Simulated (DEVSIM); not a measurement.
System: Ni/La2O3/n-In0.53Ga0.47As capacitor, at 300 K.

| layer (left to right) | material | thickness (nm) | Nd (cm⁻³) |
|---|---|---|---|
| 1 | La2O3 | 29.0 | - |
| 2 | In0.53Ga0.47As | 8800 | 4.1e15 |

Metal gate on the left, work function 5.1 eV. Fixed charge at the semiconductor interface 1.7e10 cm⁻² (in units of +e); no interface traps.

Constants are typed, rounded textbook-type inputs, not results; the design itself was drawn at random and stands for no fabricated device. Values at 300 K.

```csv
parameter,La2O3,In0.53Ga0.47As
gap (eV),5.8,0.74
affinity (eV),1.8,4.51
permittivity,27,13.9
Nc (cm⁻³),-,2.1e17
Nv (cm⁻³),-,7.7e18
```

Model (solved in DEVSIM): 1D Poisson equation in equilibrium, Boltzmann statistics, complete ionisation; no quantum confinement or tunnelling. Metal contacts follow the ideal Schottky-Mott rule: no Fermi-level pinning, no interface dipoles.

### Question
Tabulate band edges, carrier densities and field at 0.1 V on the gate.

### Answer
Energies count from the Fermi level of the right contact; mesh points crowd at the junctions.

```json
[
 {"x (μm)": "0.000", "Ec (eV)": "3.200", "Ev (eV)": "-2.600", "n (cm⁻³)": "< 1e2", "p (cm⁻³)": "< 1e2", "field (V/cm)": "-11000"},
 {"x (μm)": "0.001760", "Ec (eV)": "3.198", "Ev (eV)": "-2.602", "n (cm⁻³)": "< 1e2", "p (cm⁻³)": "< 1e2", "field (V/cm)": "-11000"},
 {"x (μm)": "0.006197", "Ec (eV)": "3.193", "Ev (eV)": "-2.607", "n (cm⁻³)": "< 1e2", "p (cm⁻³)": "< 1e2", "field (V/cm)": "-11000"},
 {"x (μm)": "0.01591", "Ec (eV)": "3.183", "Ev (eV)": "-2.617", "n (cm⁻³)": "< 1e2", "p (cm⁻³)": "< 1e2", "field (V/cm)": "-11000"},
 {"x (μm)": "0.02587", "Ec (eV)": "3.172", "Ev (eV)": "-2.628", "n (cm⁻³)": "< 1e2", "p (cm⁻³)": "< 1e2", "field (V/cm)": "-11000"},
 {"x (μm)": "0.02843", "Ec (eV)": "3.169", "Ev (eV)": "-2.631", "n (cm⁻³)": "< 1e2", "p (cm⁻³)": "< 1e2", "field (V/cm)": "-11000"},
 {"x (μm)": "0.02984", "Ec (eV)": "0.457", "Ev (eV)": "-0.283", "n (cm⁻³)": "4.4e9", "p (cm⁻³)": "1.4e14", "field (V/cm)": "-19000"},
 {"x (μm)": "0.03483", "Ec (eV)": "0.448", "Ev (eV)": "-0.292", "n (cm⁻³)": "6.3e9", "p (cm⁻³)": "9.5e13", "field (V/cm)": "-19000"},
 {"x (μm)": "0.04653", "Ec (eV)": "0.426", "Ev (eV)": "-0.314", "n (cm⁻³)": "1.4e10", "p (cm⁻³)": "4.2e13", "field (V/cm)": "-18000"},
 {"x (μm)": "0.07611", "Ec (eV)": "0.376", "Ev (eV)": "-0.364", "n (cm⁻³)": "1.0e11", "p (cm⁻³)": "5.9e12", "field (V/cm)": "-16000"},
 {"x (μm)": "0.1525", "Ec (eV)": "0.267", "Ev (eV)": "-0.473", "n (cm⁻³)": "6.9e12", "p (cm⁻³)": "8.7e10", "field (V/cm)": "-12000"},
 {"x (μm)": "0.4799", "Ec (eV)": "0.106", "Ev (eV)": "-0.634", "n (cm⁻³)": "3.5e15", "p (cm⁻³)": "1.7e8", "field (V/cm)": "-570"},
 {"x (μm)": "1.236", "Ec (eV)": "0.102", "Ev (eV)": "-0.638", "n (cm⁻³)": "4.1e15", "p (cm⁻³)": "1.5e8", "field (V/cm)": "≈ 0"},
 {"x (μm)": "3.148", "Ec (eV)": "0.102", "Ev (eV)": "-0.638", "n (cm⁻³)": "4.1e15", "p (cm⁻³)": "1.5e8", "field (V/cm)": "≈ 0"},
 {"x (μm)": "7.068", "Ec (eV)": "0.102", "Ev (eV)": "-0.638", "n (cm⁻³)": "4.1e15", "p (cm⁻³)": "1.5e8", "field (V/cm)": "≈ 0"},
 {"x (μm)": "8.148", "Ec (eV)": "0.102", "Ev (eV)": "-0.638", "n (cm⁻³)": "4.1e15", "p (cm⁻³)": "1.5e8", "field (V/cm)": "≈ 0"},
 {"x (μm)": "8.566", "Ec (eV)": "0.102", "Ev (eV)": "-0.638", "n (cm⁻³)": "4.1e15", "p (cm⁻³)": "1.5e8", "field (V/cm)": "≈ 0"},
 {"x (μm)": "8.731", "Ec (eV)": "0.102", "Ev (eV)": "-0.638", "n (cm⁻³)": "4.1e15", "p (cm⁻³)": "1.5e8", "field (V/cm)": "≈ 0"},
 {"x (μm)": "8.803", "Ec (eV)": "0.102", "Ev (eV)": "-0.638", "n (cm⁻³)": "4.1e15", "p (cm⁻³)": "1.5e8", "field (V/cm)": "≈ 0"},
 {"x (μm)": "8.820", "Ec (eV)": "0.102", "Ev (eV)": "-0.638", "n (cm⁻³)": "4.1e15", "p (cm⁻³)": "1.5e8", "field (V/cm)": "≈ 0"},
 {"x (μm)": "8.826", "Ec (eV)": "0.102", "Ev (eV)": "-0.638", "n (cm⁻³)": "4.1e15", "p (cm⁻³)": "1.5e8", "field (V/cm)": "≈ 0"},
 {"x (μm)": "8.829", "Ec (eV)": "0.102", "Ev (eV)": "-0.638", "n (cm⁻³)": "4.1e15", "p (cm⁻³)": "1.5e8", "field (V/cm)": "≈ 0"}
]
```
